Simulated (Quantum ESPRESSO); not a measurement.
## Parameter sweep on Mg6ZrW (Amm2, 8 atoms in the cell)

```yaml
crystal:
  lattice:
    - [4.94201, 0.00000, 0.00000]
    - [0.00000, 3.03953, 5.57426]
    - [0.00000, -3.03953, 5.57426]
  atoms:
    - { symbol: Mg, position: [0.00000, 0.32711, 0.81457] }
    - { symbol: Mg, position: [0.00000, 0.81457, 0.32711] }
    - { symbol: Mg, position: [0.00000, 0.32856, 0.32856] }
    - { symbol: Mg, position: [0.50000, 0.17454, 0.68094] }
    - { symbol: Mg, position: [0.50000, 0.68094, 0.17454] }
    - { symbol: Mg, position: [0.50000, 0.17534, 0.17534] }
    - { symbol: Zr, position: [0.00000, 0.80049, 0.80049] }
    - { symbol: W, position: [0.50000, 0.69845, 0.69845] }
```

Base run A: PBEsol, SSSP 1.1.2 efficiency (PBE) pseudopotentials (Quantum ESPRESSO), self-consistent single point.

Its settings: ecutwfc = 40 Ry; ecutrho = 320 Ry; occupations = smearing; smearing = cold; degauss = 0.019992 Ry; input_dft = pbesol; potentials = {Mg: Mg.pbe-n-kjpaw_psl.0.3.0.UPF, Zr: Zr_pbe_v1.uspp.F.UPF, W: W_pbe_v1.2.uspp.F.UPF}; K_POINTS = automatic 4 4 4 1 1 1; conv_thr = 1e-10 Ry; mixing_beta = 0.3.

The starting cell comes from a database of computed structures (which also holds hypothetical and non-ambient phases and stackings), without a prior relaxation at this level. Spin polarisation is off.

ΔF is the free energy per atom less that of run A. 

| run | mixing_beta, mixing_mode | ΔF (meV/atom) | pressure (GPa) | largest force (eV/Å) | iterations |
|---|---|---|---|---|---|
| A | 0.3, default | 0.00 | -2.08 | 0.226 | 18 |
| B | 0.2, plain | 0.00 | -2.08 | 0.226 | 20 |
| C | 0.5, plain | 0.00 | -2.08 | 0.226 | 16 |
| D | 0.2, TF | 0.00 | -2.08 | 0.226 | 33 |
| E | 0.5, TF | 0.00 | -2.08 | 0.226 | 15 |
| F | 0.2, local-TF | 0.00 | -2.08 | 0.226 | 31 |
| G | 0.5, local-TF | 0.00 | -2.08 | 0.226 | 14 |

Runs B, C, D, E, F, G reached the same state as A (within 1 meV/atom). The fewest iterations to that state were 14 (G); the most were 33.
